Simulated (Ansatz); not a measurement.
# How the Voigt–Reuss–Hill bulk modulus of antifluorite Mg₂C (high-pressure phase) moves with the method

No measured value is used here.

```csv
level (code),value (GPa),cell (Å³/atom)
LDA (Ansatz),102,12.81
PBE (Ansatz),?,13.56
r²SCAN (Ansatz),98.3,13.29
PBE0 (Ansatz),100,13.21
```

Q: What belongs in the gaps?

A: 
- PBE (Ansatz, a first-principles code), value (GPa): 90.7

Each level is taken at its own relaxed cell. Cutoffs and k meshes differ between the levels. Ansatz's density-functional and Hartree–Fock values are scalar-relativistic unless marked +SOC, with PAW data made under PBE.
